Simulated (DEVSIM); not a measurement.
Device: abrupt Si p-n junction, at 350 K.

Layer 1 from the left is Si, thickness (μm) 1.90, Na (cm⁻³) 1.5e16, τn (s) 2e-7, τp (s) 2e-7. Layer 2 from the left is Si, thickness (μm) 140, Nd (cm⁻³) 1.1e16, τn (s) 2e-7, τp (s) 2e-7.

Left contact: ohmic. Right contact: ohmic. Voltage is applied to the left contact. Recombination: SRH at mid-gap, Auger. Mobility is constant in doping.

Constants are typed, rounded textbook-type inputs, not results; the design itself was drawn at random and stands for no fabricated device. Values at 300 K; Nc and Nv go as T^1.5, mobilities as T to minus their exponent, the gap by Varshni's rule with the affinity fixed.

Si: gap (eV) 1.124, affinity (eV) 4.05, permittivity 11.7, Nc (cm⁻³) 2.86e19, Nv (cm⁻³) 3.1e19, μn (cm²/Vs) 1417, μp (cm²/Vs) 470, T exponent of μn 2.3, T exponent of μp 2.2, Cn (cm⁶/s) 2.8e-31, Cp (cm⁶/s) 9.9e-32, Varshni α (eV/K) 0.000473, Varshni β (K) 636.

Estimate by hand the built-in potential, the peak field at zero bias, the capacitance at -6 V, and compare with a numerical solution.


- Built-in potential: ni = √(Nc Nv) exp(−Eg/2kT) = 3.78e11 cm⁻³ with Eg = 1.111 eV; Vbi = kT/q ln(Na Nd/ni²) = 0.629 V; numerical 0.629 V.
- Peak field at zero bias: depletion approximation: W = √(2εVbi/(qN)) = 0.358 μm with N = 6.35e15 cm⁻³; field = 2Vbi/W = 35100 V/cm; numerical 33400 V/cm (estimate above by 5.2 %).
- Capacitance at -6 V: C = √(qεN / 2(Vbi + |V|)) = 8.91 nF/cm²; numerical 8.95 nF/cm².

Model (solved in DEVSIM): 1D drift-diffusion, Boltzmann statistics, complete ionisation; no tunnelling, impact ionisation, image-force lowering or self-heating.
